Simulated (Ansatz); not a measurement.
The starting structures come from a database of crystals and need not be the phases stable at ambient conditions.

Tunnelling through a barrier is set by its complex band structure: the current falls as exp(−2κd) with the smallest κ.

Here is the system:

```
CELL_PARAMETERS angstrom
      5.52301     0.00000     0.00000
      0.00000     9.39880     0.00000
      0.00000     3.10339     4.42008
ATOMIC_POSITIONS crystal
  Ti 0.33159 0.74925 0.00732
  Ti 0.83159 0.25075 0.99268
  Ti 0.33159 0.25075 0.50582
  Ti 0.83159 0.74925 0.49418
  Cd 0.30540 0.50000 0.76100
  Cd 0.80540 0.50000 0.23900
  Cd 0.88330 0.00000 0.75026
  Cd 0.38330 0.00000 0.24974
  O  0.15862 0.20476 0.84509
  O  0.65862 0.79524 0.15491
  O  0.15862 0.79524 0.25461
  O  0.65862 0.20476 0.74539
  O  0.56059 0.29751 0.14707
  O  0.06059 0.70249 0.85293
  O  0.56059 0.70249 0.74209
  O  0.06059 0.29751 0.25791
  O  0.88902 0.50000 0.66199
  O  0.38902 0.50000 0.33801
  O  0.83059 0.00000 0.33674
  O  0.33059 0.00000 0.66326
```

The cell is taken as given; by PBEsol it stands under a pressure of -8.1 GPa.

Transport runs along the normal of the first two printed cell vectors.

No gap correction and no spin-orbit coupling; mid-gap is the computed energy nearest the middle.

### Question
State the band gap and the smallest decay constant κ at mid-gap according to PBEsol (Ansatz, a program for electronic structure).

### Answer
Gap 2.45 eV on a 6×8×8 mesh; κ = 0.269 1/Å, at the zone centre.
